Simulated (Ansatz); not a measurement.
Start from SnSe in the GeS type structure (space group Pnma, No. 62; a = 11.493 Å, b = 4.169 Å, c = 4.385 Å; layered, stacked along the Cartesian x axis). Axes: x, y, z lie along a, b, c of the conventional cell.

Method: PBE-D3(BJ) (Ansatz, a first-principles code), no spin-orbit coupling.

For the base:

The pressure comes out as 0.00 GPa.

Now apply this change: tensile biaxial strain of 0.91 % in the plane normal to [001], as in epitaxy on a mismatched substrate; the out-of-plane cell vector and the atoms relax.

Q: What happens to the pressure?

A: The pressure (mean of the normal stresses, compression positive) goes from zero to -0.33 GPa.

No phonon test of stability was made. The program warned that a D3 coordination switch lies within reach, so dispersion energies are less smooth here.
